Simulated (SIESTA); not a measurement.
**Input and output of a self-consistent single point for Ta (Im-3m, 1 atom in the cell) (SIESTA)**

Method of the run: GGA PBE, numerical atomic orbitals DZP, PseudoDojo PBE standard norm-conserving potentials (rewritten from UPF to PSML) in SIESTA 5.4.2.

The input file:

```
# files in the folder: Ta.psml (PseudoDojo PBE standard)
SystemName  Ta
SystemLabel siesta

NumberOfAtoms                1
NumberOfSpecies              1
%block ChemicalSpeciesLabel
  1 73 Ta
%endblock ChemicalSpeciesLabel
LatticeConstant              1.0 Ang
%block LatticeVectors
    -1.658250000    1.658250000    1.658250000
     1.658250000   -1.658250000    1.658250000
     1.658250000    1.658250000   -1.658250000
%endblock LatticeVectors
AtomicCoordinatesFormat      ScaledCartesian
%block AtomicCoordinatesAndAtomicSpecies
     0.000000000    0.000000000    0.000000000  1
%endblock AtomicCoordinatesAndAtomicSpecies

XC.functional                GGA
XC.authors                   PBE
PAO.BasisSize                DZP
PAO.EnergyShift              0.01 Ry
MeshCutoff                   400 Ry
%block kgrid.MonkhorstPack
    8   0   0  0.0
    0   8   0  0.0
    0   0   8  0.0
%endblock kgrid.MonkhorstPack
OccupationFunction           MP
OccupationMPOrder            0
ElectronicTemperature        1160.45 K

MaxSCFIterations             150
SCF.Mixer.Method             Pulay
SCF.Mixer.Weight             0.1
SCF.Mixer.History            8
SCF.DM.Tolerance             1.0E-04
Diag.ParallelOverK           true
WriteForces                  true
Charge.Mulliken              end
```

Output (repeated stretches shortened):

```
reinit: Reading from file input.fdf

reinit: System Name: Ta
reinit: System Label: siesta

coor:   Atomic-coordinates input format  =     Cartesian coordinates
coor:                                          (in units of alat)

siesta: Atomic coordinates (Bohr) and species
siesta:      0.00000   0.00000   0.00000  1        1

siesta: System type = bulk

initatomlists: Number of atoms, orbitals, and projectors:      1    19    32

siesta: ******************** Simulation parameters ****************************
redata: Spin configuration                          = none
redata: Time-Reversal Symmetry                      = T
redata: Number of Atomic Species                    =        1
redata: Mesh Cutoff                                 =   400.0000 Ry
redata: Net charge of the system                    =     0.0000 |e|
redata: Min. number of SCF Iter                     =        0
redata: Max. number of SCF Iter                     =      150
redata: SCF convergence failure will abort job
redata: SCF mix quantity                            = Hamiltonian
redata: Mix DM or H after convergence               =   F
redata: Recompute H after scf cycle                 =   F
redata: Mix DM in first SCF step                    =   T
redata: No kicks to SCF
redata: DM Mixing Weight for Kicks                  =     0.5000
redata: Require Harris convergence for SCF          =   F
redata: Harris energy tolerance for SCF             =     0.000100 eV
redata: Require DM convergence for SCF              =   T
redata: DM tolerance for SCF                        =     0.000100
redata: Require EDM convergence for SCF             =   F
redata: EDM tolerance for SCF                       =     0.001000 eV
redata: Require H convergence for SCF               =   T
redata: Hamiltonian tolerance for SCF               =     0.001000 eV
redata: Require (free) Energy convergence for SCF   =   F
redata: (free) Energy tolerance for SCF             =     0.000100 eV
redata: Using DFT-D3 dispersion                     =   F
redata: Using Saved Data (generic)                  =   F
redata: Method of Calculation                       = Diagonalization
redata: Electronic Temperature                      =  1160.4500 K
redata: Number of TDED substeps                     =        3
redata: Dynamics option                             = Single-point calculation
redata: Save all siesta data in one NC              =   F
redata: ***********************************************************************

%block SCF.Mixers
  Pulay
%endblock SCF.Mixers

%block SCF.Mixer.Pulay
  # Mixing method
  method pulay
  variant stable

  # Mixing options
  weight 0.1000
  weight.linear 0.1000
  history 8
%endblock SCF.Mixer.Pulay

DM_history_depth set to one: no extrapolation allowed by default for geometry relaxation
Size of DM history Fstack: 1
Total number of electrons:    13.000000
Total ionic charge:    13.000000

* ProcessorY, Blocksize:    1  20

* Orbital distribution balance (max,min):    19    19

k-point displ. along   1 input, could be:     0.00    0.50
k-point displ. along   2 input, could be:     0.00    0.50
k-point displ. along   3 input, could be:     0.00    0.50
 Kpoints in:          320 . Kpoints trimmed:          296

siesta: k-grid: Number of k-points = 296
siesta: k-points from Monkhorst-Pack grid
siesta: k-cutoff (effective) =    11.489 Ang
siesta: k-point supercell and displacements
siesta: k-grid:     8     0     0      0.000
siesta: k-grid:     0     8     0      0.000
siesta: k-grid:     0     0     8      0.000

diag: Algorithm                                     = D&C
diag: Parallel over k                               =   F
diag: Use parallel 2D distribution                  =   F
diag: Parallel block-size                           = 20
diag: Parallel distribution                         =     1 x     1
diag: Used triangular part                          = Lower
diag: Absolute tolerance                            =  0.100E-15
diag: Orthogonalization factor                      =  0.100E-05
diag: Memory factor                                 =  1.0000

superc: Internal auxiliary supercell:     9 x     9 x     9  =     729
superc: Number of atoms, orbitals, and projectors:    729  13851  23328

                        Single-point calculation

superc: Internal auxiliary supercell:     9 x     9 x     9  =     729
superc: Number of atoms, orbitals, and projectors:    729  13851  23328

outcell: Unit cell vectors (Ang):
       -1.658250    1.658250    1.658250
        1.658250   -1.658250    1.658250
        1.658250    1.658250   -1.658250

outcell: Cell vector modules (Ang)   :    2.872173    2.872173    2.872173
outcell: Cell angles (23,13,12) (deg):    109.4712    109.4712    109.4712
outcell: Cell volume (Ang**3)        :     18.2394
new_DM -- step:     1
Initializing Density Matrix...

Attempting to read DM from file... Failed...
DM filled with atomic data:

InitMesh: MESH = 30 x 30 x 30 = 27000
InitMesh: Mesh cutoff (required, used) =   400.000   452.287 Ry

stepf: Methfessel-Paxton step function
       Using Hermite-Gauss polynomials of order  0

        iscf     Eharris(eV)        E_KS(eV)     FreeEng(eV)     dDmax    Ef(eV) dHmax(eV)
   scf:    1    -1769.993732    -1770.281248    -1770.287648  0.741464 -2.810962  5.170345
   scf:    2    -1770.576080    -1770.430784    -1770.436149  0.036270 -2.916192  4.390459
   scf:    3    -1771.059623    -1770.812378    -1770.816343  0.178653 -3.528555  0.022323
   scf:    4    -1770.812557    -1770.812479    -1770.816455  0.003057 -3.523066  0.044629
   scf:    5    -1770.812519    -1770.812501    -1770.816513  0.006540 -3.530983  0.005680
   scf:    6    -1770.812489    -1770.812496    -1770.816511  0.001240 -3.535552  0.009311
   scf:    7    -1770.812497    -1770.812497    -1770.816513  0.000456 -3.533484  0.000039
mix: Pulay -- inversion failed, > SVD [rank/size] 3 / 6
   scf:    8    -1770.812497    -1770.812497    -1770.816513  0.000004 -3.533471  0.000004

SCF Convergence by DM+H criterion
max |DM_out - DM_in|         :     0.0000042973
max |H_out - H_in|      (eV) :     0.0000039920
SCF cycle converged after 8 iterations

Using DM_out to compute the final energy and forces

siesta: E_KS(eV) =            -1770.8125

siesta: E_KS - E_eggbox =     -1770.8125

siesta: Atomic forces (eV/Ang):
     1    0.000000   -0.000000   -0.000000
   Tot    0.000000   -0.000000   -0.000000
   Max    0.000000
   Res    0.000000    sqrt( Sum f_i^2 / 3N )
   Max    0.000000    constrained

Stress tensor Voigt[x,y,z,yz,xz,xy] (kbar):       40.11       40.11       40.11        0.04        0.04        0.04
(Free)E + p*V (eV/cell)    -1771.2732
Target enthalpy (eV/cell)    -1770.8165

siesta: Program's energy decomposition (eV):
siesta: Ebs     =      -392.949338
siesta: Eions   =      2361.455554
siesta: Ena     =       371.979820
siesta: Ekin    =       465.300630
siesta: Enl     =       125.535185
siesta: Eso     =         0.000000
siesta: Edftu   =         0.000000
siesta: DEna    =        29.220794
siesta: DUscf   =         0.899171
siesta: DUext   =         0.000000
siesta: Ex      =      -374.482381
siesta: Ec      =       -27.810161
siesta: Exc     =      -402.292542
siesta: Eharris =     -1770.812497
siesta: Etot    =     -1770.812497
siesta: FreeEng =     -1770.816513

siesta: Stress tensor (static) (eV/Ang**3):
siesta:     0.025036    0.000023    0.000023
siesta:     0.000023    0.025036    0.000023
siesta:     0.000023    0.000023    0.025036

siesta: Cell volume =         18.239377 Ang**3

siesta: Pressure (static):
siesta:                Solid            Molecule  Units
siesta:          -0.00027268         -0.00027268  Ry/Bohr**3
siesta:          -0.02503598         -0.02503598  eV/Ang**3
siesta:         -40.11206755        -40.11206755  kBar

mulliken: Atomic and Orbital Populations:

Species: Ta
Atom  Qatom  Qorb
               5s      6s      6s      5py     5pz     5px     6py     6pz
               6px     5dxy    5dyz    5dz2    5dxz    5dx2-y2 5dxy    5dyz
               5dz2    5dxz    5dx2-y2
   1 13.000   1.883   1.158  -0.331   1.940   1.940   1.940   0.244   0.244
              0.244   0.880   0.880   0.637   0.880   0.637  -0.046  -0.046

             -0.019  -0.046  -0.019

mulliken: Qtot =       13.000

Mulliken Atomic Populations:
Atom #   charge [q] valence [e]  Species
     1     0.000000   13.000000  Ta
 Total     0.000000
```

The run converged in 8 iterations.

The starting cell has typed, rounded lattice constants, without a prior relaxation at this level. Its lattice was rescaled by up to half a per cent. Spin polarisation is off. Values carry the incompleteness of an atom-centred basis. With a pressure of about -4 GPa the cell is away from its equilibrium volume at this level.
